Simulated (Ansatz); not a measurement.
Functionals compared on CH3 on the 1x1 (110) surface of bcc W, one in a 2x2 cell, started at the site 'bridge W-W (span 2.8 Å)', in Ansatz (plane waves, PAW). The structure was relaxed with PBE; the other rows are single points on it, each with its references at the same level. Cutoff 420 eV (500 eV for r2SCAN).

Set-up: 20 atoms, 6.6 Å thick at the start under the adsorbate (thin: gaps and levels are the slab's own); mesh 6x6x1; 0.1 eV smearing; dipole correction on; 8 atoms held, the rest relaxed; no symmetry held; no spin, no spin-orbit, no U, no dispersion correction. At the end it is bonded to 3 W. In PBE it is, or lies within 0.03 eV of, the lowest of the starts that converged. These notes are the PBE run's. Adsorption energies are against CH4(g) − ½ H2(g). A negative adsorption energy means that the adsorbate is more stable on the surface than in its reference.

| functional | adsorption energy (eV) | work function of the top face (eV) | change of the work function (eV) | rough cost of the single point |
|---|---|---|---|---|
| PBE | -0.01 | 3.70 | -1.12 | – |
| RPBE | 0.29 | 3.60 | -1.09 | about 2.7 core-minutes (a rough figure) |
| r2SCAN | -0.18 | 3.71 | -1.18 | very roughly 6 core-minutes |

Ansatz is a first-principles code.
